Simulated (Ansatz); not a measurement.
Ansatz (a quantum-chemistry and plane-wave program) run on Hf (P6_3/mmc, 4 atoms in the cell): self-consistent single point.

Method of the run: PBE, PAW files (plane waves; Ansatz).

```
Hf
1.0
    3.10929     0.00000     0.00000
   -1.55465     2.69272     0.00000
    0.00000     0.00000    10.00416
Hf
4
Direct
  0.00000   0.00000   0.00000
  0.00000   0.00000   0.50000
  0.33333   0.66667   0.25000
  0.66667   0.33333   0.75000
```

Reference input (self-consistent single point, DFT, PBE, plane waves, PAW files): basis.ecutwfc = 30.9 Ry; kpoints.mp_grid.grid = 12 12 4; hamiltonian.xc = pbe; hamiltonian.pseudopotentials = {kind: paw} (the program's default PAW files); scf.occupations.method = cold; scf.occupations.width = 0.01 Ry. This run's input differs from it in these lines:

Ansatz 0.2 input:
```diff
@@ -12,3 +12,3 @@
 basis:
-  ecutwfc: 30.9 Ry
+  ecutwfc: 40.1 Ry
 kpoints:
```

The program printed (abridged):

```
SCF iter   1: F=—  HF=-62888.816050 eV  |F-HF|=—  |Δ(HF+E_count)|=         —  Δρ=3.49e-2  dr2=1.18e0  ethr=3.10e-3  ⟨swp⟩=5.1  Hψ=10982  notcnv=0  defer=1
all-band conjugate gradients solve this SCF's bands
preconditioner: auto → Kerker (q_TF=auto, 2.829 Å⁻¹)
SCF iter   2: F=—  HF=-62888.578515 eV  |F-HF|=—  |Δ(HF+E_count)|=   2.38e-1  S|Δr|=    0.00e0  Δρ=2.17e-2  dr2=4.46e-1  ethr=1.14e-3  ⟨swp⟩=3.1  Hψ=7230  notcnv=0  defer=215
   [... lines left out ...]
SCF iter   7: F=—  HF=-62888.432203 eV  |F-HF|=—  |Δ(HF+E_count)|=   5.25e-6  S|Δr|=    0.00e0  Δρ=4.35e-5  dr2=1.08e-6  ethr=8.31e-9  ⟨swp⟩=2.2  Hψ=6513  notcnv=0  defer=215
SCF iter   8: F=—  HF=-62888.432209 eV  |F-HF|=—  |Δ(HF+E_count)|=   5.34e-6  S|Δr|=    0.00e0  Δρ=1.17e-5  dr2=1.13e-7  ethr=1.04e-9  ⟨swp⟩=2.0  Hψ=6324  notcnv=0  defer=215
SCF iter   9: F=-62888.432209 eV  HF=-62888.432209 eV  |F-HF|=9.87e-8  |Δ(HF+E_count)|=   7.65e-8  S|Δr|=    0.00e0  Δρ=7.03e-6  dr2=5.55e-8  ethr=9.62e-11  ⟨swp⟩=10.4  Hψ=17215  notcnv=0
SCF 1 converged in 9 iterations: F = -62888.432209 eV  dr2 = 5.55e-8
Stability not checked (fill_not_monotonic)
Free energy (F): -62888.432209 eV
Internal energy: -62888.428563 eV  (E = F + TS)
E sigma→0 (E₀):  -62888.430994 eV
Entropy (-TS):   -0.003645 eV (-0.911 meV/atom)
Fermi energy:    19.410893 eV
--- Forces (eV/Å), atoms counted from 1 ---
  atom   1  Hf    -0.00000000     0.00000000     0.00000000
   [... zero for the other atoms too ...]
--- Stress (GPa, compression-positive) ---
        9.863063      -0.000000       0.000000
        0.000000       9.863063       0.000000
        0.000000       0.000000       8.862760
  P = ⅓ Tr σ = 9.5296 GPa (95.296 kbar)
  The stress holds the Pulay correction. Without it, at fixed plane waves, as pw.x and ABINIT print it: P = 9.5228 GPa
```

The run converged in 9 iterations. Against the reference run the free energy falls by 1.1 meV/atom and the pressure stays at 9.53 GPa.

The starting cell was generated: these elements placed on a structure prototype, without a prior relaxation; it need not be a known phase or ordering of this composition. Its lattice was rescaled by a random factor within 2.5 % of one. Ansatz's pressure includes its estimate of the finite-basis (Pulay) stress.
